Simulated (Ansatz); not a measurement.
**What biaxial strain +1.25 %, plane normal [111], relaxed out of plane does to BN**

Start from BN in the zinc blende structure (space group F-43m, No. 216; a = 3.5805 Å). Axes: x, y, z lie along the cube axes.

It is then changed as follows: tensile biaxial strain of 1.25 % in the plane normal to [111], as in epitaxy on a mismatched substrate; the out-of-plane cell vector and the atoms relax.

Calculations: LDA in Ansatz (plane waves to 420 eV, PAW, no spin-orbit coupling). k-mesh 16×16×16 (Γ-centred); smearing 0.05 eV (Fermi–Dirac).

| quantity | base | changed | shift |
|---|---|---|---|
| volume per atom | 5.74 Å³ | 5.87 Å³ | +0.13 Å³ |
| space group | F-43m (No. 216) | R3m (No. 160) | – |
| energy relative to the base (free energy F) | 0 meV/atom | +6.0 meV/atom | +6.0 meV/atom |
| band gap | 4.39 eV | 4.31 eV | -0.08 eV |
| gap character | – | indirect, Γ → F | – |
| smallest direct gap | 8.83 eV | 8.55 eV | -0.28 eV |
| hole mass | – | 0.26 mₑ out of plane, 1.2 mₑ in plane (at Γ) | – |
| valence-band top at Γ (three highest levels, from the VBM) | 0.00, 0.00, 0.00 eV | 0.00, -0.08, -0.08 eV | – |
| out-of-plane strain | – | -0.20 % | – |
| ratio −ε⊥/ε∥ | – | 0.16 | – |
| mean in-plane stress (compression positive) | – | -13.1 GPa | – |

Final structure (turned so that z lies along the plane normal):

```yaml
crystal:
  lattice:
    - [2.56347, 0.00000, 0.00000]
    - [1.28174, 2.22003, 0.00000]
    - [1.28174, -0.74001, 2.06300]
  atoms:
    - { symbol: B, position: [0.00024, 0.99988, 0.99964] }
    - { symbol: N, position: [0.49976, 0.25012, 0.75036] }
```

Masses are band curvatures over ±0.01 Å⁻¹ around the edge. Stability against distortions was not tested. Labels are those of the standard path for the cell's own space group.

Ansatz is a program for electronic structure.
